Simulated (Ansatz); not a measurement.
Consider TlSnCl$_{3}$ in the cubic perovskite structure (space group Pm-3m, No. 221; a hypothetical phase, not in the database extracts checked).

```xyz
5
Lattice="5.5077 0.0000 0.0000 0.0000 5.5077 0.0000 0.0000 0.0000 5.5077" Properties=species:S:1:pos:R:3 pbc="T T T"
Tl     0.0000     0.0000     0.0000
Sn     2.7538     2.7538     2.7538
Cl     0.0000     2.7538     2.7538
Cl     2.7538     2.7538     0.0000
Cl     2.7538     0.0000     2.7538
```

Cartesian axes are those of the cell as printed.

The values are results of plane-wave PAW DFT at the r2SCAN level (Ansatz, a first-principles code, 500 eV), without spin-orbit coupling, not measurements.

For the base:

The valley order is X along ⟨100⟩ 0.69 eV; R along ⟨111⟩ 0.88 eV; a point along ⟨111⟩, about 0.5 Å⁻¹ from Γ 1.07 eV; a point along ⟨110⟩, about 0.5 Å⁻¹ from Γ 1.17 eV.

Modification: the cell is compressed by 5.20 % along z with no lateral relaxation, atoms relaxed at fixed cell.

Task: Estimate the effect on the stress and valley order.

Result: The stress (xx, yy, zz, yz, xz, xy; compression positive) is (0.52, 0.52, 4.22, 0.00, 0.00, 0.00) GPa; the valley order (the lowest conduction-band minima on the path, energy above the VBM, named in the base's zone) goes from X along ⟨100⟩ 0.69 eV; R along ⟨111⟩ 0.88 eV; a point along ⟨111⟩, about 0.5 Å⁻¹ from Γ 1.07 eV; a point along ⟨110⟩, about 0.5 Å⁻¹ from Γ 1.17 eV to X along [001] 0.09 eV; X along [010] 0.22 eV; R along [111] 0.32 eV; a point along [110], about 0.5 Å⁻¹ from Γ 0.70 eV.

With Tl present, leaving out spin-orbit coupling can change the band edges. The levels and masses belong to the bands next to the band gap. The cells carry an imposed strain or load. Stability against distortions was not tested. Many cubic perovskites are stable only at high temperature; tilts and polar distortions were not tested.
